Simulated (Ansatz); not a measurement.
**Au interstitial (silicon host)**

The numbers are results of PBE, PAW (plane waves to 420 eV; Ansatz, a quantum-chemistry and plane-wave program), not measurements. A 2×2×2 supercell of 64 sites was used; the energies come from a 2×2×2 shifted sampling of its zone. Site at the start: void with 6Si nearest. Energies of charged states are corrected for periodic images (point charge plus alignment at distant sites). Dielectric constants: PBE linear response of the host. Host gap at this level: 0.61 eV. These values are not converged in cell size to better than tenths of an eV. Levels are measured in PBE's own, too narrow, gap. Spin–orbit coupling is left out, which matters for these heavy elements. Each state is the lowest found from its start.

Formation energies E_f are given with the Fermi level at the valence-band maximum. Chemical conditions: host crystal and elements as references (Δμ(Au) = 0.00 eV; Au taken from its element, since no compound that bounds it was computed at this level; only phases computed here count, gases as isolated molecules at 0 K). Reference phases: Au: fcc Au.

The name describes the start; the neighbours show where the added atom ended.

```tsv
charge	moment (μB)	largest move off a lattice site (Å)	neighbours of the added atom at the end (Å)	image correction with alignment (eV)	E_f, host crystal and elements as references (eV)
+1†	not spin-polarised	0.20	Si 2.46, Si 2.46, Si 2.46, Si 2.46, Si 2.46, Si 2.46	0.46	–
0†	fractional	0.15	Si 2.51, Si 2.51, Si 2.51, Si 2.52	0.00	2.66
```

† Not settled in this cell, so no level is given: charge +1: carriers not clearly localised; charge 0: fractional moment, carriers not clearly localised.

No other site or start that was run ended lower by more than 0.1 eV.

Flagged in the runs: a strain field that reaches the edge of the cell.
